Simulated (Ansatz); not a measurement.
A computed series for Si: response to strain

The reference is Si in the diamond structure (space group Fd-3m, No. 227; a = 5.444 Å).

Strains are applied to the cell and any free atomic positions relax.

Method: Ansatz (an electronic-structure program), r2SCAN, PAW, cutoff 500 eV, spin-orbit coupling left out.

Notes on the quantities. energy relative to the base: free energy F.

```
variant                   width of the top valence band  band gap  energy relative to the base   pressure
------------------------  -----------------------------  --------  ---------------------------  ---------
base                                            4.00 eV   0.78 eV                   0 meV/atom   0.00 GPa
isotropic strain −3.00 %                        4.41 eV   0.60 eV                 +54 meV/atom  10.71 GPa
isotropic strain −2.50 %                        4.34 eV   0.63 eV                 +37 meV/atom   8.62 GPa
isotropic strain −2.00 %                            ___       ___                          ___        ___
isotropic strain −1.50 %                        4.20 eV   0.69 eV                 +13 meV/atom   4.83 GPa
isotropic strain −1.00 %                        4.13 eV   0.72 eV                +5.7 meV/atom   3.11 GPa
isotropic strain −0.50 %                        4.07 eV   0.75 eV                +1.4 meV/atom   1.50 GPa
```

**Question.** Fill in the withheld entries from the trend.

**Answer.** 
- isotropic strain −2.00 %, width of the top valence band: 4.27 eV
- isotropic strain −2.00 %, band gap: 0.66 eV
- isotropic strain −2.00 %, energy relative to the base: +23 meV/atom
- isotropic strain −2.00 %, pressure: 6.66 GPa

No phonon test of stability was made.
